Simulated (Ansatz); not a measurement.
Model: Si(111) 1x1 surface, 6 top atoms, 3 bilayers, bottom bilayer H-capped and fixed, every top atom capped by H; cell 11.5 x 6.6 Å; two neighbouring H replaced by OH; about 7 Å thick over the host's atoms, 18 atoms held. Level of theory: PBE-D3(BJ) (plane waves to 420 eV, PAW; Ansatz, a first-principles code). k mesh 1 x 2 x 1. The slab states were run without spin polarisation. A thicker slab, a larger cell or a denser mesh can move such energies by a tenth of an eV or more. Energies are static: no zero-point or thermal part. Each state was relaxed from one prepared geometry.

One SiH4 a cell is brought to Si(111):H with two OH. Relaxed result near the molecule:

```csv
atom,x (Å),y (Å),z (Å)
H(29),3.799,-0.026,10.986
H(44),7.702,0.041,11.021
O(46),5.660,3.461,11.207
H(47),4.751,3.436,11.558
O(48),2.223,3.419,11.167
H(49),1.582,2.945,11.718
Si(a0),5.230,1.176,13.643
H(a1),4.019,1.851,13.084
H(a2),4.785,0.204,14.687
H(a3),5.946,0.447,12.560
H(a4),6.125,2.194,14.264
```

**Question.** What is the adsorption energy against the free SiH4 and the slab before, and how much of it is dispersion?

**Answer.** -0.20 eV (negative: bound); the D3 term gives -0.20 eV of it. Its closest contacts to the rest of the cell: H(a1)...H(47) 2.32 Å, H(a3)...H(44) 2.37 Å, H(a3)...H(29) 2.70 Å.
